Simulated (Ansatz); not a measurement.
Consider Te (space group P3_121, No. 152; a = 4.521 Å, c = 5.954 Å; made of chains).

(Cell as relaxed with PBE.)

Levels (all Ansatz, a first-principles code, PAW): PBE (420 eV, no spin-orbit coupling); r2SCAN (500 eV, no SOC).

Each level relaxes its own structure.

| base | PBE | r2SCAN |
|---|---|---|
| volume per atom | 35.13 Å³ | 36.44 Å³ |
| lattice parameter a | 4.521 Å | 4.624 Å |
| band gap | 0.23 eV | 0.55 eV |

Perturbation: a hydrostatic pressure of 5 GPa.

```json
[
 {"quantity": "lattice parameter a", "PBE": "4.191 Å", "r2SCAN": "(withheld)"},
 {"quantity": "c/a ratio", "PBE": "1.425", "r2SCAN": "(withheld)"}
]
```

**Question.** Given the PBE results, estimate those of r2SCAN.

**Answer.** 
- lattice parameter a, r2SCAN: 4.213 Å
- c/a ratio, r2SCAN: 1.413

PBE's lattice parameter a lies 0.022 Å below r2SCAN's (0.5 %); PBE's c/a ratio lies 0.0128 above r2SCAN's. Neither level is exact; r2SCAN is the comparison here, not a measurement.

Spin-orbit coupling, missing from the scalar runs, can matter with Te. Load acts through the strain it causes; cell and atoms are relaxed under it. Whether these cells are dynamically stable was not tested. Competing high-pressure phases were not computed. No dispersion term is included, though the crystal is made of layers, chains or molecules, so its spacings can come out too wide. The zero or small gap of Te and Te under pressure 5 GPa can change with the level of theory.
